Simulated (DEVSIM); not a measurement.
Device: abrupt Si n-p junction, at 250 K.

| layer (left to right) | material | thickness (μm) | Nd (cm⁻³) | Na (cm⁻³) | τn (s) | τp (s) |
|---|---|---|---|---|---|---|
| 1 | Si | 1.60 | 1.5e16 | - | 1.9e-5 | 1.9e-5 |
| 2 | Si | 41.0 | - | 6.5e16 | 1.9e-5 | 1.9e-5 |

Left contact: ohmic. Right contact: ohmic. Voltage is applied to the left contact. Recombination: SRH at mid-gap, radiative. Gap narrowing is on: ΔEg = 6.92 meV × (l + √(l² + 0.5)), l = ln(N/1.3e17 cm⁻³), shared equally by both band edges. Mobility is μmin + (μ − μmin)/(1 + (N/Nref)^α).

The device is made up for the run: typed textbook-type constants, with dimensions and the other settings drawn at random. Values at 300 K; Nc and Nv go as T^1.5, mobilities as T to minus their exponent, the gap by Varshni's rule with the affinity fixed.

```
parameter               Si
----------------  --------
gap (eV)             1.124
affinity (eV)         4.05
permittivity          11.7
Nc (cm⁻³)          2.86e19
Nv (cm⁻³)           3.1e19
μn (cm²/Vs)           1417
μp (cm²/Vs)            470
μn,min                  52
μp,min                  45
Nref,n              9.7e16
Nref,p              2.2e17
αn                    0.68
αp                    0.72
T exponent of μn       2.3
T exponent of μp       2.2
B (cm³/s)          4.7e-15
Varshni α (eV/K)  0.000473
Varshni β (K)          636
```

DEVSIM, 1D drift-diffusion, Boltzmann statistics, complete ionisation; no tunnelling, impact ionisation, image-force lowering or self-heating.

**Question.** Tabulate band edges, carrier densities and field at 10.0 V on the left contact.

**Answer.** Energies count from the Fermi level of the right contact; mesh points crowd at the junctions.

| x (μm) | Ec (eV) | Ev (eV) | n (cm⁻³) | p (cm⁻³) | field (V/cm) |
|---|---|---|---|---|---|
| 0.000 | -9.843 | -10.979 | 1.5e16 | < 1e2 | ≈ 0 |
| 0.03439 | -9.843 | -10.979 | 1.5e16 | < 1e2 | ≈ 0 |
| 0.1165 | -9.843 | -10.979 | 1.5e16 | < 1e2 | ≈ 0 |
| 0.3263 | -9.843 | -10.979 | 1.5e16 | < 1e2 | ≈ 0 |
| 0.9996 | -8.977 | -10.112 | < 1e2 | < 1e2 | 63000 |
| 1.363 | -5.169 | -6.304 | < 1e2 | < 1e2 | 150000 |
| 1.515 | -2.664 | -3.799 | < 1e2 | < 1e2 | 180000 |
| 1.591 | -1.208 | -2.344 | < 1e2 | < 1e2 | 200000 |
| 1.619 | -0.679 | -1.813 | < 1e2 | < 1e2 | 180000 |
| 1.680 | 0.259 | -0.875 | < 1e2 | < 1e2 | 120000 |
| 1.842 | 1.006 | -0.128 | < 1e2 | 6.3e16 | 600 |
| 2.445 | 1.007 | -0.127 | < 1e2 | 6.5e16 | ≈ 0 |
| 3.707 | 1.007 | -0.127 | < 1e2 | 6.5e16 | ≈ 0 |
| 6.802 | 1.007 | -0.127 | < 1e2 | 6.5e16 | ≈ 0 |
| 19.33 | 1.007 | -0.127 | < 1e2 | 6.5e16 | ≈ 0 |
| 32.77 | 1.007 | -0.127 | < 1e2 | 6.5e16 | ≈ 0 |
| 38.61 | 1.007 | -0.127 | < 1e2 | 6.5e16 | ≈ 0 |
| 41.05 | 1.007 | -0.127 | < 1e2 | 6.5e16 | ≈ 0 |
| 42.14 | 1.007 | -0.127 | < 1e2 | 6.5e16 | ≈ 0 |
| 42.43 | 1.007 | -0.127 | < 1e2 | 6.5e16 | ≈ 0 |
| 42.54 | 1.007 | -0.127 | < 1e2 | 6.5e16 | ≈ 0 |
| 42.60 | 1.007 | -0.127 | < 1e2 | 6.5e16 | ≈ 0 |
